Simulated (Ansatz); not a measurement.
The reference is InP in the zinc blende structure (space group F-43m, No. 216).

```yaml
crystal:
  lattice:
    - [0.00000, 2.97990, 2.97990]
    - [2.97990, 0.00000, 2.97990]
    - [2.97990, 2.97990, 0.00000]
  atoms:
    - { symbol: P, position: [0.75000, 0.75000, 0.75000] }
    - { symbol: In, position: [0.00000, 0.00000, 0.00000] }
```

Calculations: PBE (Ansatz, a program for electronic structure), no SOC, earlier PAW set.

Before the change:

Pressure: 0.00 GPa
Gap character: direct at Γ

One thing is altered: an isotropic linear strain of −2.14 %, atoms relaxed at fixed cell.

Problem. Predict the new pressure.

Solution. The pressure goes from zero to 4.49 GPa.

Problem. Estimate the effect on the mean gap deformation potential ΔEg/Δln V.

Solution. The mean gap deformation potential ΔEg/Δln V is -5.5 eV.

Problem. What does the calculation give for the gap character after the change?

Solution. The gap character is still direct at Γ.

Whether these cells are dynamically stable was not tested.
